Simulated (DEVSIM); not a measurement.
System: illuminated Ge n-on-p cell, one wavelength, with a back-surface field, at 400 K.

Layer 1 from the left is Ge, thickness (μm) 0.260, Nd (cm⁻³) 5.3e18, τn (s) 3.1e-7, τp (s) 2e-8, absorption coefficient (cm⁻¹) 600. Layer 2 from the left is Ge, thickness (μm) 53.0, Na (cm⁻³) 2.2e15, τn (s) 1.8e-6, τp (s) 1.8e-6, absorption coefficient (cm⁻¹) 600. Layer 3 from the left is Ge, thickness (μm) 0.570, Na (cm⁻³) 1.1e18, τn (s) 1.8e-6, τp (s) 1.8e-6, absorption coefficient (cm⁻¹) 600.

Left contact: ohmic, minority hole recombination velocity 4000 cm/s. Right contact: ohmic, minority electron recombination velocity 60000 cm/s. Voltage is applied to the left contact. Recombination: SRH at mid-gap, radiative, Auger. Light enters at the left, 2.2e17 photons cm⁻² s⁻¹, one pass, no reflection. Mobility is μmin + (μ − μmin)/(1 + (N/Nref)^α).

Constants are typed, rounded textbook-type inputs, not results; the design itself was drawn at random and stands for no fabricated device. Values at 300 K; Nc and Nv go as T^1.5, mobilities as T to minus their exponent, the gap by Varshni's rule with the affinity fixed.

Ge: gap (eV) 0.664, affinity (eV) 4, permittivity 16, Nc (cm⁻³) 1.04e19, Nv (cm⁻³) 6e18, μn (cm²/Vs) 3900, μp (cm²/Vs) 1900, μn,min 150, μp,min 100, Nref,n 2.6e17, Nref,p 4e17, αn 0.56, αp 0.6, T exponent of μn 1.66, T exponent of μp 2.33, B (cm³/s) 6.4e-14, Cn (cm⁶/s) 1e-31, Cp (cm⁶/s) 1e-31, Varshni α (eV/K) 0.000477, Varshni β (K) 235.

Model (solved in DEVSIM): 1D drift-diffusion, Boltzmann statistics, complete ionisation; no tunnelling, impact ionisation, image-force lowering or self-heating.

**Question.** What does the simulation give for the potential step across the device at zero bias, the dark forward voltage at 100 A/cm², the dark forward voltage at 1 A/cm²?

**Answer.** potential step across the device at zero bias 0.513 V; dark forward voltage at 100 A/cm² 0.304 V; dark forward voltage at 1 A/cm² 0.090 V.
